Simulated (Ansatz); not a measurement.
System: LaH3 (Fm-3m, No. 225; cell taken from a computed entry). Method: r²SCAN+SOC in Ansatz (plane waves, PAW).

Numerical settings: plane-wave cutoff 560 eV, 18×18×18 k mesh, Fermi–Dirac smearing 0.05 eV, PAW data made under PBE.

Cell (relaxed with PBEsol):

```xyz
4
Lattice="0.0000 2.7502 2.7502 2.7502 0.0000 2.7502 2.7502 2.7502 0.0000" Properties=species:S:1:pos:R:3 pbc="T T T"
La     0.0000     0.0000     0.0000
H      2.7502     2.7502     2.7502
H      4.1253     4.1253     4.1253
H      1.3751     1.3751     1.3751
```

Q: Estimate the band gap and smallest direct gap on the k points sampled that the calculation returns.

A: 
- band gap = 0.02 eV (under three smearing widths, so not firm)
- smallest direct gap on the k points sampled = 0.20 eV

Note: cell and atoms aren't relaxed at this level (pressure 3.4 GPa).

Computed values are for the static lattice.

Cost on a shared machine: roughly 100 core-seconds.

Ansatz is a program for electronic structure.
